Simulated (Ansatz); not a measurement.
The starting structures come from a database of crystals and need not be the phases stable at ambient conditions.

 Where the default PAW files enter, the runs use the earlier of Ansatz's two default sets.

The decay constant κ of evanescent states in the gap governs leakage through a thin film.

```
CELL_PARAMETERS angstrom
      3.95793     0.00000     0.00000
      0.00000     5.57623     0.00000
      1.97897     0.00000     6.73781
ATOMIC_POSITIONS crystal
  Sr 0.15106 0.24536 0.69788
  Sr 0.84894 0.74536 0.30212
  Mg 0.41502 0.29142 0.16996
  Mg 0.58498 0.79142 0.83004
  H  0.33397 0.01466 0.33206
  H  0.66603 0.51466 0.66794
  H  0.29950 0.49167 0.40100
  H  0.70050 0.99167 0.59900
  H  0.07402 0.82240 0.85196
  H  0.92598 0.32240 0.14804
  H  0.53860 0.13349 0.92280
  H  0.46140 0.63349 0.07720
```

Space group of this cell: Cmc2_1. The cell is taken as given.

Transport runs along the normal of the first two printed cell vectors.

No gap correction and no spin-orbit coupling; mid-gap values are interpolated between computed energies.

Question: Give the band gap and the smallest decay constant κ at mid-gap that r2SCAN (Ansatz, an electronic-structure program) yields.

Answer: Gap 3.22 eV on a 8×6×8 mesh; κ = 0.372 1/Å, at (0.375, 0.000) of the in-plane reciprocal vectors. At the zone centre, at the nearest computed energy, the slowest state has κ = 0.38 1/Å.
